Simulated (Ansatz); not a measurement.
Density of states of BP (F-43m) above the conduction band minimum, HSE06, rigid bands in Ansatz (a program for electronic structure); cell volume 23.1 Å³.

(energy from edge (eV), 10⁻³ states/eV/cell): (0.006, 17.4); (0.031, 41.4); (0.056, 57.6); (0.081, 73.9); (0.106, 89.8); (0.131, 97.4); (0.156, 105); (0.181, 113); (0.206, 121); (0.231, 130); (0.256, 139); (0.281, 147); (0.319, 162); (0.344, 170); (0.369, 177); (0.394, 186); (0.419, 194); (0.444, 201); (0.469, 216); (0.494, 226); (0.519, 236); (0.544, 245); (0.569, 254); (0.594, 262)

Q: What effective density of states at 300 K does this give (∫ g(E) exp(−E/k_BT) dE, both spins, divided by the cell's size)?

A: 3.8e19 cm⁻³, a density-of-states mass of 1.33 mₑ, valleys and band degeneracy included.

Spin-orbit coupling is left out. Geometry: cell and atoms relaxed with PBEsol.
